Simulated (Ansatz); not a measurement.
Worked calculations on one periodic cell of amorphous Ti20O42Zr: Ti20O42Zr, 63 atoms, volume 809.0 Å³, made by a melt-quench on the CHGNet potential and relaxed with DFT. O atoms were pushed apart under 1.9 Å during the dynamics, to hinder bonds among them. It is a model cell: composition and starting density were chosen by hand, and all elements were melted together. Cycles of charging were run to anneal it. Computed with PBE, scalar-relativistic without spin-orbit coupling (plane waves to 420 eV, PAW; Ansatz, a program for electronic structure). Sampling: a 2×2×2 Γ-centred mesh; Fermi-Dirac width 0.02 eV; no spin polarisation. Its volume was relaxed, its shape was free, and it stands at a mean pressure of 0.0 GPa with stress components up to 0.1 GPa; the relaxation ran on the zone centre alone. Its density went from a set 3.69 to 3.53 g/cm³. The cell is small and was quenched far faster than a real film, so it is one sample of the glass.

Task: Count formal charges (Ti +4, O -2, Zr +4). What does the count lead one to expect at the Fermi level, and what does the calculation give?

Result: 20 × (+4) + 42 × (-2) + 1 × (+4) = 0. The charges balance, so the anion-derived valence states can be full and a gap can open. On this mesh the highest filled and lowest empty level lie 2.76 eV apart, the PBE gap of this cell, with a localised state at one edge or both.

Four energies for an added electron at PBE on the zone centre alone (charged cells in a uniform background, spin-polarised): neutral at the neutral geometry -78091.221 eV; charged at the neutral geometry -78082.488 eV; charged and relaxed -78082.558 eV; neutral at the charged geometry -78091.116 eV.

Task: Find the two relaxation energies and their sum, the reorganisation energy.

Result: On charging: -78082.488 − (-78082.558) = 0.070 eV. On discharging: -78091.116 − (-78091.221) = 0.105 eV. The sum is 0.175 eV. The carrier's level spreads over 14 of the 63 atoms' worth, so it counts as partly localised, most on one Ti atom with neighbours O 1.85 Å, O 1.86 Å, O 1.88 Å, O 2.09 Å, O 2.10 Å, O 2.17 Å (neutral geometry). The values are uncorrected: the image energy of a point charge in this cell, 2.84 × 14.40 / (2 × 9.3) = 2.2 eV before screening, is screened by electrons alone at the fixed geometry and by ions too after relaxing, and the carrier can be spread before it relaxes, so each term can be off by up to that value times 1/ε∞, some tenths of an eV. PBE's self-interaction favours spread-out carriers, so a hybrid can localise more.

Four energies for a hole at PBE on the zone centre alone (charged cells in a uniform background, spin-polarised): neutral at the neutral geometry -78091.221 eV; charged at the neutral geometry -78097.062 eV; charged and relaxed -78097.508 eV; neutral at the charged geometry -78090.144 eV.

Task: Find the two relaxation energies and their sum, the reorganisation energy.

Result: On charging: -78097.062 − (-78097.508) = 0.446 eV. On discharging: -78090.144 − (-78091.221) = 1.077 eV. The sum is 1.523 eV. The carrier's level spreads over 3 of the 63 atoms' worth, so it counts as localised, most on one O atom with neighbours Ti 1.94 Å, Ti 2.05 Å, Ti 2.14 Å (neutral geometry). The values are uncorrected: the image energy of a point charge in this cell, 2.84 × 14.40 / (2 × 9.3) = 2.2 eV before screening, is screened by electrons alone at the fixed geometry and by ions too after relaxing, and the carrier can be spread before it relaxes, so each term can be off by up to that value times 1/ε∞, some tenths of an eV. PBE's self-interaction favours spread-out carriers, so a hybrid can localise more.
